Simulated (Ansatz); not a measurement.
**What biaxial strain −2.50 %, plane normal [111], relaxed out of plane does to AlN**

The reference is AlN in the zinc blende structure (space group F-43m, No. 216; a = 4.342 Å). Axes: x, y, z lie along the cube axes.

The change: compressive biaxial strain of 2.50 % in the plane normal to [111], as in epitaxy on a mismatched substrate; the out-of-plane cell vector and the atoms relax.

Method: LDA, PAW, 420 eV (Ansatz, a program for electronic structure; without spin-orbit coupling). k-mesh 13×13×13 (Γ-centred); smearing 0.05 eV (Fermi–Dirac).

```csv
quantity,base,changed,shift
shortest interatomic distance,1.880 Å,1.850 Å,-0.030 Å
energy relative to the base (free energy F),0 meV/atom,+22 meV/atom,+22 meV/atom
band gap,3.25 eV,3.13 eV,-0.12 eV
gap character,–,"indirect, Γ → F",–
"valence-band top at Γ (three highest levels, from the VBM)",–,"0.00, 0.00, -0.35 eV",–
"valley order (the lowest conduction-band minima on the path, energy above the VBM, named in the base's zone)",X along ⟨100⟩ 3.25 eV; Γ 4.39 eV,X along [100] 3.13 eV; Γ 4.60 eV,–
out-of-plane strain,–,+0.94 %,–
ratio −ε⊥/ε∥,–,0.38,–
mean in-plane stress (compression positive),–,+14.1 GPa,–
```

Stability against distortions was not tested. This is not the structure that AlN has at room temperature and ambient pressure. Labels are those of the standard path for the cell's own space group.
